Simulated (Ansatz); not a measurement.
The parent structure is ZrC in the rock salt structure (space group Fm-3m, No. 225; a = 4.7088 Å; relaxed with 0.1 eV smearing). Axes: x, y, z lie along the cube axes.

The values are results of PBE (Ansatz, a program for electronic structure; PAW; 420 eV plane waves; without spin-orbit coupling), not measurements.

It is then changed as follows: every lattice vector is shortened by 2.50 %; the atoms relax in the strained cell.

Problem. Predict the stress tensor and what it implies for the stiffness.

Solution. Stress of the strained cell less that of the base (GPa, compression positive):
```
   19.7     0.0     0.0
    0.0    19.7     0.0
    0.0     0.0    19.7
```

Then B = −ΔP/(ΔV/V₀) with ΔV/V₀ = -0.0731 gives secant stiffness values (nonlinear terms included at this strain): B ≈ 269 GPa.

As a check, the harmonic strain energy −½ V₀ Δσ:ε is 60 meV/atom; the computed energy rise is 55 meV/atom.

No phonon test of stability was made. All final runs are without spin polarisation.
